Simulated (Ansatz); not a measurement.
CsCaH3 (Pm-3m, No. 221, 5 atoms in the cell; start mp-644203)

Computed with r²SCAN0 (Ansatz, a quantum-chemistry and plane-wave program, plane waves, PAW).

Settings: plane-wave cutoff 520 eV, 6×6×6 k mesh, Fermi–Dirac smearing 0.01 eV, scalar-relativistic PAW data made under PBE.

Cell (relaxed with PBEsol):

```cif
data_H3CaCs
_chemical_formula_sum 'Cs1 Ca1 H3'
_space_group_name_H-M_alt 'P 1'
_space_group_IT_number 1
_cell_length_a 4.53985
_cell_length_b 4.53985
_cell_length_c 4.53985
_cell_angle_alpha 90.000
_cell_angle_beta 90.000
_cell_angle_gamma 90.000
loop_
_space_group_symop_operation_xyz
  'x, y, z'
loop_
_atom_site_label
_atom_site_type_symbol
_atom_site_fract_x
_atom_site_fract_y
_atom_site_fract_z
_atom_site_occupancy
Cs1 Cs 0.00000 0.00000 0.00000 1
Ca1 Ca 0.50000 0.50000 0.50000 1
H1 H 0.50000 0.00000 0.50000 1
H2 H 0.00000 0.50000 0.50000 1
H3 H 0.50000 0.50000 0.00000 1
```

```json
{
 "band_gap": "5.29 eV (on the SCF k mesh)",
 "Γ–Γ gap": "9.27 eV"
}
```

Note: cell and atoms aren't relaxed at this level (pressure 1.0 GPa).

Spin–orbit coupling is not included.

Computed values are for the static lattice.

A start named mp-… is a Materials Project structure, which need not be a measured phase.
